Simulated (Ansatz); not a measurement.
ZrTiO4 (space group P2_12_12, No. 18; a cell from a computed database, its experimental status unchecked)

```
ZrTiO4
1.0
    4.72524     0.00000     0.00000
    0.00000     5.07574     0.00000
    0.00000     0.00000     5.62771
Zr Ti O
2 2 8
Direct
  0.00000   0.50000   0.42228
  0.50000   0.00000   0.57772
  0.00000   0.00000   0.06966
  0.50000   0.50000   0.93034
  0.73695   0.17711   0.87518
  0.26305   0.82289   0.87518
  0.23695   0.32289   0.12482
  0.76305   0.67711   0.12482
  0.28271   0.33962   0.64945
  0.71729   0.66038   0.64945
  0.78271   0.16038   0.35055
  0.21729   0.83962   0.35055
```

Level of theory: Kohn–Sham DFT with the PBEsol functional, run in Ansatz (an electronic-structure program) with PAW and 420 eV plane waves, spin-orbit coupling left out. Settings: 6×5×5 k-points, 0.05 eV Fermi–Dirac smearing.

The volume per atom is 11.25 Å³. The density is 5.00 g/cm³, the band gap comes out as 2.78 eV, direct at Γ and the total energy is -1475.877 eV/atom (σ→0; compares only within this code and set-up).

Whether these cells are dynamically stable was not tested. All final runs are without spin polarisation.
